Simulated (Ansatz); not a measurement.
Consider Mg2Si (space group Fm-3m, No. 225; a = 6.326 Å).

Computed with DFT with PBEsol, PAW potentials and a 420 eV plane-wave cutoff in Ansatz (an electronic-structure program), no spin-orbit coupling.

For the base:

```
Property   Result
--------  -------
Pressure  0.0 GPa
```

Modification: every lattice vector is shortened by 2.20 %; the atoms relax in the strained cell.

Task: Predict the new energy relative to the base.

Result: The energy goes up by 17 meV/atom.

Task: Predict the new pressure.

Result: The pressure goes from zero to 4.3 GPa.

Stability against distortions was not tested. The final runs are not spin-polarised. Gaps under 0.05 eV, about the width of the smearing, are given as zero.
